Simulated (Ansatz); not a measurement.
Given:

End structure of a constructed model of the (111) surface of fcc Cu, a pseudomorphic layer of Al in the other hollow (bottom of the slab: a bare face, its two planes held):

```
CELL_PARAMETERS angstrom
      2.56680     0.00000     0.00000
     -1.28340     2.22291     0.00000
      0.00000     0.00000    29.00000
ATOMIC_POSITIONS crystal
  Cu 0.33333 0.66667 0.28145
  Cu 0.66667 0.33333 0.35372
  Cu 0.00000 0.00000 0.42576
  Cu 0.33333 0.66667 0.49807
  Cu 0.66667 0.33333 0.57028
  Cu 0.00000 0.00000 0.64350
  Al 0.66667 0.33333 0.71883
```

Slab: 7 atoms, 12.7 Å thick at the start with caps and adatoms (thin: gaps and levels are the slab's own); k 17x17x1, smearing 0.1 eV, dipole-corrected; 2 atoms held, the rest relaxed; held to the start's symmetry, so lower structures may exist; no spin, no spin-orbit, no U. In PBE it is, or lies within 0.01 eV a 1x1 cell of, the lowest of the 2 structures of its composition computed so far; subsurface sites and larger cells were not tried.

### Question
Give the work function of the top face at the level Ansatz (a quantum-chemistry and plane-wave program) with PBE.

### Answer
3.96 eV
